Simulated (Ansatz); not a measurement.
The reference is KTaO$_{3}$ in the cubic perovskite structure (space group Pm-3m, No. 221; a = 3.990 Å). Axes: x, y, z lie along the cube axes.

Structures relaxed with r2SCAN, PAW, 500 eV (Ansatz, a program for electronic structure; no SOC).

Base:

Simulated powder pattern, Cu Kα1, λ = 1.54056 Å (kinematic, ideal powder, no thermal factors, no anomalous dispersion; the 8 strongest lines at most, above 2 %, up to 2θ = 90°):

```json
[
 {"2θ (°)": "22.26", "I/Imax (%)": "69", "hkl": "(100)"},
 {"2θ (°)": "31.69", "I/Imax (%)": "100", "hkl": "(110)"},
 {"2θ (°)": "45.42", "I/Imax (%)": "32", "hkl": "(200)"},
 {"2θ (°)": "51.15", "I/Imax (%)": "32", "hkl": "(210)"},
 {"2θ (°)": "56.44", "I/Imax (%)": "40", "hkl": "(211)"},
 {"2θ (°)": "66.19", "I/Imax (%)": "19", "hkl": "(220)"},
 {"2θ (°)": "70.78", "I/Imax (%)": "16", "hkl": "(221)"},
 {"2θ (°)": "75.25", "I/Imax (%)": "18", "hkl": "(310)"}
]
```

After one change:

Simulated powder pattern, Cu Kα1, λ = 1.54056 Å (kinematic, ideal powder, no thermal factors, no anomalous dispersion; the 8 strongest lines at most, above 2 %, up to 2θ = 90°):

```csv
2θ (°),I/Imax (%)
22.26,35
22.31,69
30.48,28
31.72,100
33.00,23
45.53,31
54.95,22
66.27,19
```

Which change produced these results?
A) tensor shear ε_xz = +3.87 %
B) tensor shear ε_xz = +0.80 %
C) biaxial strain −1.65 %, plane normal [001], relaxed out of plane
D) strain tensor (xx, yy, zz, yz, xz, xy) = (+0.81, −1.21, −0.21, −1.24, +0.22, +0.16) %

A, tensor shear ε_xz = +3.87 %. Its volume per atom is 12.69 Å³ against 12.71 Å³, and its space group is Cmmm (No. 65).

No phonon test of stability was made.
